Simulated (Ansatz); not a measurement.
A (8,8) TiO2 nanotube has 48 atoms in a period of 3.005 Å, a mean diameter of 13.35 Å, and lies 64 meV/atom over the flat sheet relaxed at the same level.

Computed with PBE (plane waves to 420 eV, PAW; Ansatz, a program for electronic structure). Mesh 1×1×12. No spin polarisation, so a magnetic state wasn't tested. It repeats along c; a and b span vacuum. A hypothetical model, rolled from the flat sheet. Symmetry and one short period hold its shape; lower forms weren't sought.

### Question
Which bending rigidity of the sheet does this imply in the thin-plate picture?

### Answer
A plate bent to radius R stores D/(2R²) an area. The area an atom is π × 13.35 × 3.005/48 = 2.63 Å², so the stored energy is 0.064/2.63 = 0.0243 eV/Å². With R = 6.675 Å, D = 2R² × 0.0243 = 2.2 eV.
